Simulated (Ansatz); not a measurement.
SrTiO3 (I4/mcm, No. 140, 10 atoms in the cell; start mp-4651), treated with r²SCAN in Ansatz (PAW).

Run with plane-wave cutoff 560 eV, 10×10×10 k mesh, Fermi–Dirac smearing 0.01 eV, no spin polarisation, scalar-relativistic PAW data made under PBE.

Cell (relaxed at this level):

```xyz
10
Lattice="-2.7593 2.7593 3.9143 2.7593 -2.7593 3.9143 2.7593 2.7593 -3.9143" Properties=species:S:1:pos:R:3 pbc="T T T"
Sr     0.0000     2.7593     1.9572
Sr     2.7593     0.0000     1.9572
Ti     0.0000     0.0000     0.0000
Ti     0.0000     0.0000     3.9143
O     -1.2866     1.4727     3.9143
O      4.0459     1.2866     0.0000
O      1.2866     1.4727     0.0000
O      1.4727     1.2866     3.9143
O      0.0000     0.0000     5.8715
O      0.0000     0.0000     1.9572
```

Problem. Estimate the band gap that the calculation returns.

Solution. 
* **band gap**: 2.32 eV (on the SCF k mesh)

Note: the relaxation could not lower the start's symmetry, so the cell can be a saddle point above a distorted one.

Spin–orbit coupling is not included.

Computed values are for the static lattice.

The result took about 11 core-minutes (a rough figure).

A start named mp-… is a Materials Project structure, which need not be a measured phase.

Ansatz is a first-principles code.
